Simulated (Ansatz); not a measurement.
Effect of uniaxial strain ε_xx = +0.60 % on PbO2

Take PbO₂ in the rutile structure (space group P4_2/mnm, No. 136; a = 4.9983 Å, c = 3.4115 Å) as the base. Axes: x, y, z lie along a, b, c of the conventional cell.

One thing is altered: uniaxial strain ε_xx = +0.60 %, all other strain components held at zero; the atoms relax in the strained cell.

The values are results of PBEsol (Ansatz, a program for electronic structure, PAW, scalar-relativistic without spin-orbit coupling), not measurements. Settings: 7×7×10 k-points, 0.05 eV Fermi–Dirac smearing.

The volume per atom rises by 0.09 Å³ (14.20 Å³ → 14.29 Å³) and the shortest interatomic distance grows by 0.0071 Å to 2.182 Å. The energy is nearly the same and the pressure (mean of the normal stresses, compression positive) goes from zero to -0.7 GPa. The band gap remains zero and the stress (xx, yy, zz, yz, xz, xy; compression positive) comes out as (-0.9, -0.6, -0.7, 0.0, 0.0, 0.0) GPa (rough).

Final structure:

```xyz
6
Lattice="5.0283 0.0000 0.0000 0.0000 4.9983 0.0000 0.0000 0.0000 3.4115" Properties=species:S:1:pos:R:3 pbc="T T T"
Pb     0.0000     0.0000     0.0000
Pb     2.5141     2.4991     1.7057
O      1.5476     1.5375     0.0000
O      4.0618     0.9616     1.7057
O      0.9665     4.0367     1.7057
O      3.4807     3.4608     0.0000
```

Cost of the whole job for the changed cell (relaxation, final SCF and bands): about 20 core-seconds (a rough figure).

Without a gap, meshes like the base's 7×7×10 leave anisotropic stresses uncertain by several tenths of a GPa, and small strain energies with them. Spin-orbit coupling, missing from the scalar runs, can matter with Pb. Stability against distortions was not tested. All final runs are without spin polarisation. Gaps under 0.05 eV, about the width of the smearing, are given as zero. A zero or small gap of PbO2 can be the functional's error rather than a property of the material.
